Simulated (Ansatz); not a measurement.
Quick settings and what they miss: CdAg2SnSe4 (Pm, 8 atoms in the cell)

Self-consistent single point.

```
CELL_PARAMETERS angstrom
      7.06189     0.00000     0.00000
      0.00000     4.32363     0.00000
     -0.00428     0.00000     7.45884
ATOMIC_POSITIONS crystal
  Cd 0.11635 0.00000 0.17075
  Ag 0.11809 0.50000 0.66117
  Ag 0.64108 0.50000 0.32593
  Sn 0.63521 0.00000 0.84634
  Se 0.50116 0.50000 0.67126
  Se 0.50338 0.00000 0.16407
  Se 0.00945 0.50000 0.33244
  Se 0.99568 0.00000 0.82804
```

Method: PBEsol, default PAW files made with PBE (plane waves; Ansatz, a program for electronic structure).

Base settings: basis.ecutwfc = 420 eV; kpoints.mp_grid.grid = 3 5 3; hamiltonian.xc = pbesol; hamiltonian.pseudopotentials = {kind: paw} (the program's default PAW files); scf.occupations.method = gaussian; scf.occupations.width = 0.05 eV.

Tight run (finer mesh or higher cutoff; not a proven limit): basis.ecutwfc: 420 eV → 590 eV; kpoints.mp_grid.grid: 3 5 3 → 5 7 5; scf.convergence.dr2_threshold: default (1e-07 eV) → 1e-09 eV. It gave Fermi level (on the code's own zero) 7.42 eV; pressure -1.69 GPa; largest force (vector length) 0.194 eV/Å.

Quick runs, as changes from the base:
- A: the base itself
- B: kpoints.mp_grid.grid: 3 5 3 → 4 4 4; hamiltonian.xc: pbesol → lda; kpoints.mp_grid.shift: default → 0.5 0.5 0.5; scf.convergence.dr2_threshold: default (1e-07 eV) → 0.0001 eV [LDA (PW92)]
- C: basis.ecutwfc: 420 eV → 210 eV; kpoints.mp_grid.grid: 3 5 3 → 4 4 4; scf.occupations.width: 0.05 eV → 0.5 eV; kpoints.mp_grid.shift: default → 0.5 0.5 0.5; scf.convergence.dr2_threshold: default (1e-07 eV) → 0.001 eV
- D: basis.ecutwfc: 420 eV → 295 eV; kpoints.mp_grid.grid: 3 5 3 → 4 4 4; hamiltonian.xc: pbesol → lda; kpoints.mp_grid.shift: default → 0.5 0.5 0.5; scf.convergence.dr2_threshold: default (1e-07 eV) → 0.001 eV [LDA (PW92)]
- E: basis.ecutwfc: 420 eV → 250 eV; kpoints.mp_grid.grid: 3 5 3 → 3 3 3; scf.occupations.method: gaussian → fermi_dirac; scf.occupations.width: 0.05 eV → 0.5 eV; kpoints.mp_grid.shift: default → 0.5 0.5 0.5
- F: basis.ecutwfc: 420 eV → 210 eV; kpoints.mp_grid.grid: 3 5 3 → 2 2 2; hamiltonian.xc: pbesol → lda [LDA (PW92)]

Energies are extrapolated to zero smearing width, which holds to low order in the width alone.

Dashes: energy of B, D, F, another energy zero.

† marks runs with another functional, U, potentials or spin treatment: their distance from the tight run is not a convergence error alone.

The count of work is k-points × plane waves × bands × iterations; it is no time. 

Pressures in the table are Ansatz's without its Pulay estimate, at a fixed set of plane waves; the tight run's value above holds the estimate.

The starting cell comes from a database of computed structures (which also holds hypothetical and non-ambient phases and stackings), without a prior relaxation at this level. Its lattice was rescaled by a random factor within 2.5 % of one. The run gives no clean gap (levels at the Fermi energy touch, overlap or are partly filled at this smearing), which alone does not show that the compound is a metal.

| run | energy less tight (meV/atom) | pressure less tight (GPa) | largest miss in a force vector (eV/Å) | count of work / tight |
|---|---|---|---|---|
| A | 0.9 | -0.01 | 0.043 | 0.12 |
| B† | – | -1.86 | 0.149 | 0.11 |
| C | 4249.5 | -130.78 | 0.269 | 0.040 |
| D† | – | -7.00 | 0.155 | 0.065 |
| E | 811.5 | -32.52 | 0.626 | 0.051 |
| F† | – | -132.19 | 0.488 | 0.039 |

Among the runs at the tight run's level, the energy misses run from 0.9 to 4249.5 meV/atom.

Keys are those of Ansatz 0.2.
